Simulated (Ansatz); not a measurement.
Worked example: self-consistent single point of TiPbSe3 (P6_3/mmc, 10 atoms in the cell) in Ansatz (a first-principles code).

Level of theory: PBE (plane waves, PAW; Ansatz).

```
CELL_PARAMETERS angstrom
      7.38885     0.00000     0.00000
     -3.69442     6.39893     0.00000
      0.00000     0.00000     6.31267
ATOMIC_POSITIONS crystal
  Pb 0.33333 0.66667 0.75000
  Pb 0.66667 0.33333 0.25000
  Ti 0.00000 0.00000 0.00000
  Ti 0.00000 0.00000 0.50000
  Se 0.14620 0.29240 0.25000
  Se 0.70760 0.85380 0.25000
  Se 0.14620 0.85380 0.25000
  Se 0.85380 0.70760 0.75000
  Se 0.29240 0.14620 0.75000
  Se 0.85380 0.14620 0.75000
```

Reference input (self-consistent single point, DFT, PBE, plane waves, default PAW files): basis.ecutwfc = 420 eV; kpoints.mp_grid.grid = 4 4 4; hamiltonian.xc = pbe; hamiltonian.pseudopotentials = {kind: paw} (the program's default PAW files); scf.occupations.method = cold; scf.occupations.width = 0.05 eV. This run's input differs from it in these lines:

Ansatz 0.2 input:
```diff
@@ -19,3 +19,3 @@
 kpoints:
-  mp_grid: { grid: [4, 4, 4] }
+  mp_grid: { grid: [5, 5, 5] }
 hamiltonian:
@@ -24,3 +24,3 @@
 scf:
-  occupations: { method: cold, width: 0.05 eV }
+  occupations: { method: cold, width: 0.3 eV }
 output:
```

Log, with long lists cut:

```
SCF iter   1: F=—  HF=-61631.035848 eV  |F-HF|=—  |Δ(HF+E_count)|=         —  Δρ=5.17e-3  dr2=1.55e-1  ethr=1.77e-3  ⟨swp⟩=5.7  Hψ=4659  notcnv=0
all-band conjugate gradients solve this SCF's bands
preconditioner: auto → Kerker (q_TF=auto, 2.427 Å⁻¹)
SCF iter   2: F=—  HF=-61631.023099 eV  |F-HF|=—  |Δ(HF+E_count)|=   1.27e-2  S|Δr|=    0.00e0  Δρ=3.07e-3  dr2=4.16e-2  ethr=1.05e-4  ⟨swp⟩=1.9  Hψ=1627  notcnv=0  defer=3
   [... lines left out ...]
SCF iter   5: F=—  HF=-61631.018092 eV  |F-HF|=—  |Δ(HF+E_count)|=   2.64e-5  S|Δr|=    0.00e0  Δρ=1.27e-4  dr2=4.94e-5  ethr=4.29e-7  ⟨swp⟩=2.0  Hψ=1627  notcnv=0  defer=3
SCF iter   6: F=—  HF=-61631.018049 eV  |F-HF|=—  |Δ(HF+E_count)|=   4.28e-5  S|Δr|=    0.00e0  Δρ=4.88e-5  dr2=9.40e-6  ethr=3.34e-8  ⟨swp⟩=2.0  Hψ=1652  notcnv=0
SCF iter   7: F=-61631.018053 eV  HF=-61631.018053 eV  |F-HF|=1.56e-7  |Δ(HF+E_count)|=   3.60e-6  S|Δr|=    0.00e0  Δρ=7.16e-6  dr2=9.66e-8  ethr=6.76e-11  ⟨swp⟩=8.4  Hψ=6319  notcnv=0
SCF 1 converged in 7 iterations: F = -61631.018053 eV  dr2 = 9.66e-8
Stability not checked (fill_not_monotonic)
Free energy (F): -61631.018053 eV
Internal energy: -61631.121133 eV  (E = F + TS)
E sigma→0 (E₀):  -61631.052413 eV
Entropy (-TS):   0.103080 eV (10.308 meV/atom)
Fermi energy:    7.038865 eV
--- Forces (eV/Å), atoms counted from 1 ---
  atom   1  Pb     0.00000000    -0.00000000     0.00000000
  atom   2  Pb    -0.00000000     0.00000000     0.00000000
  atom   3  Ti    -0.00000000     0.00000000     0.00000000
  atom   4  Ti    -0.00000000    -0.00000000     0.00000000
   [... lines left out ...]
  atom  10  Se    -2.28102812     1.31695232     0.00000000
--- Stress (GPa, compression-positive) ---
        2.381494       0.000000       0.000000
        0.000000       2.381494       0.000000
        0.000000       0.000000       1.876298
  P = ⅓ Tr σ = 2.2131 GPa (22.131 kbar)
  The stress holds the Pulay correction. Without it, at fixed plane waves, as pw.x and ABINIT print it: P = 2.2001 GPa
```

The run converged in 7 iterations. Against the reference run the free energy is nearly the same (within 1 meV/atom), the pressure moves little (2.29 to 2.21 GPa) and the largest force goes from 2.645 to 2.634 eV/Å.

The starting cell was generated: these elements placed on a structure prototype, without a prior relaxation; it need not be a known phase or ordering of this composition. Its lattice was rescaled by a random factor within 2.5 % of one. Spin polarisation is off, so a magnetic state, if there is one, cannot be reached. Forces in this geometry exceed 1 eV/Å. Ansatz's pressure includes its estimate of the finite-basis (Pulay) stress.
